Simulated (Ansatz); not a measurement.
The parent structure is ZrS₂ in the CdI2 type structure (space group P-3m1, No. 164; layered, stacked along the Cartesian z axis).

```xyz
3
Lattice="3.6747 0.0000 0.0000 -1.8373 3.1824 0.0000 0.0000 0.0000 5.8608" Properties=species:S:1:pos:R:3 pbc="T T T"
Zr     0.0000     0.0000     0.0000
S      0.0000     2.1216     1.4427
S      1.8373     1.0608     4.4181
```

Cartesian axes are those of the cell as printed.

All numbers come from plane-wave PAW DFT at the r2SCAN+rVV10 level (Ansatz, an electronic-structure program, 500 eV), no spin-orbit coupling, earlier PAW set.

Before the change:

- Pressure: 0.00 GPa
- Shortest interatomic distance: 2.566 Å

Perturbation: the cell is compressed by 0.49 % along y with no lateral relaxation, atoms relaxed at fixed cell.

### Question
What does the calculation give for the pressure after the change?

### Answer
The pressure (mean of the normal stresses, compression positive) goes from zero to 0.30 GPa.

### Question
Estimate the effect on the shortest interatomic distance.

### Answer
The shortest interatomic distance drops by 0.005 Å, from 2.566 Å to 2.561 Å.

The cells carry an imposed strain or load. Whether these cells are dynamically stable was not tested.
